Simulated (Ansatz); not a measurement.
Abridged Ansatz (an electronic-structure program) output:

```
Relaxation: its limit of steps is 50 (relax.max_steps)
Pseudopotential: Y, paw, valence charge 11
Crystal: 2 atoms, lattice volume = 64.895 Å³
Basis set: ecut = 420 eV, 1255 PW (Γ), exchange–correlation on 50×50×80 points (8 copies of the dense FFT grid, shifted against one another)
Bands: 15, of which v1, the nominal top of the filled ones, is band 11 counted from 1 (10 counted from 0)
Symmetry: 24 space group operations
k-points: 222 of 3240
Functional: x = pbe(κ = 0.804, μ = 0.2195149727645171), c = pbe(β = 0.06672455060314922)
SCF iter   1: F=—  HF=-7697.395271 eV  |F-HF|=—  |Δ(HF+E_count)|=         —  Δρ=1.57e-3  dr2=1.20e-3  ethr=1.77e-3  ⟨swp⟩=4.4  Hψ=14528  notcnv=0
SCF iter   2: F=—  HF=-7697.395700 eV  |F-HF|=—  |Δ(HF+E_count)|=   4.29e-4  Δρ=1.03e-3  dr2=5.04e-4  ethr=5.45e-6  ⟨swp⟩=2.3  Hψ=7787  notcnv=0
SCF 1 converged in 6 iterations: F = -7697.396034 eV  dr2 = 8.22e-9
relax step   1: F+E_penalty+E_count = -7697.39603440 eV  Δ(F+E_penalty+E_count) = +0.000e0 eV  max|allowed force component| = 3.701e-17 eV/Å  Δτ_max = 0.0000 Å  P = +0.623 GPa  Ω = 64.895 Å³  fix = [a, b, gamma]  reactions: a +0.910, b +0.910 GPa  (6 SCF iters, dr2 threshold 1.00e-7 eV, accepted)
Crystal: 2 atoms, lattice volume = 64.928 Å³
SCF iter   1: F=—  HF=-7697.396045 eV  |F-HF|=—  |Δ(HF+E_count)|=         —  Δρ=1.74e-5  dr2=1.20e-7  ethr=1.86e-9  ⟨swp⟩=3.5  Hψ=24022  notcnv=0
SCF iter   2: F=—  HF=-7697.396039 eV  |F-HF|=—  |Δ(HF+E_count)|=   5.67e-6  Δρ=1.01e-5  dr2=4.15e-8  ethr=5.46e-10  ⟨swp⟩=1.2  Hψ=3610  notcnv=0
SCF 2 converged in 3 iterations: F = -7697.396039 eV  dr2 = 4.94e-10
relax step   2: F+E_penalty+E_count = -7697.39603941 eV  Δ(F+E_penalty+E_count) = -5.010e-6 eV  max|allowed force component| = 7.401e-17 eV/Å  Δτ_max = 0.0000 Å  P = +0.601 GPa  Ω = 64.928 Å³  energy of the carried Pulay correction = -8.084e-7 eV  fix = [a, b, gamma]  reactions: a +0.898, b +0.898 GPa  (3 SCF iters, dr2 threshold 5.82e-9 eV, accepted)
Crystal: 2 atoms, lattice volume = 64.928 Å³
SCF iter   1: F=—  HF=-7697.396047 eV  |F-HF|=—  |Δ(HF+E_count)|=         —  Δρ=1.24e-6  dr2=5.39e-10  ethr=1.55e-7  ⟨swp⟩=3.0  Hψ=25025  notcnv=0
SCF iter   2: F=—  HF=-7697.396040 eV  |F-HF|=—  |Δ(HF+E_count)|=   6.39e-6  Δρ=6.55e-7  dr2=2.14e-10  ethr=2.45e-12  ⟨swp⟩=3.1  Hψ=7244  notcnv=0
SCF 3 converged in 4 iterations: F = -7697.396040 eV  dr2 = 7.86e-13
SCF converged after 4 iterations
Free energy (F): -7697.396040 eV
Internal energy: -7697.272915 eV  (E = F + TS)
E sigma→0 (E₀):  -7697.334478 eV
Entropy (-TS):   -0.123125 eV (-61.563 meV/atom)
Fermi energy:    9.469493 eV
--- Forces (eV/Å), atoms counted from 1 ---
  atom   1  Y     -0.00000000    -0.00000000    -0.00000000
  atom   2  Y      0.00000000     0.00000000     0.00000000
--- Stress (GPa, compression-positive) ---
        0.897870      -0.000000      -0.000000
       -0.000000       0.897870       0.000000
       -0.000000       0.000000       0.007372
  P = ⅓ Tr σ = 0.6010 GPa (6.010 kbar)
--- Relaxed structure (2 steps of the walk, 2 accepted, 1 SCFs on fresh bases) ---
  cell:  # Å, volume = 64.9282 Å³
    - [3.615823513289088, 2.8867546384139208e-11, 2.7556394475572344e-31]
    - [1.807911756619544, 3.131395018123884, 2.98932501122857e-20]
    - [-2.289042608016878e-35, 5.471416497513895e-20, 5.734406770015927]
  atoms:
    - { symbol: Y, position: [0.6666666666666667, 0.6666666666666666, 0.75] }
    - { symbol: Y, position: [0.33333333333333337, 0.3333333333333333, 0.25] }
```

Question: What was computed, and what are the main results?

Answer: Y, 2 atoms in the cell, with Ansatz, PBE, PAW, cutoff 420 eV, spin-orbit coupling left out. The last SCF converged to F = -7697.396040 eV, or -3848.6980 eV per atom, at a pressure of 0.60 GPa. The total energy compares only with runs of the same code, potentials and settings.

The cells carry an imposed strain or load. Stability against distortions was not tested. All final runs are without spin polarisation. The cell was made from Y in the hcp (Mg type) structure (space group P6_3/mmc, No. 194) by this change: biaxial strain −1.00 %, plane normal [001], relaxed out of plane.

Keys are those of Ansatz 0.2.
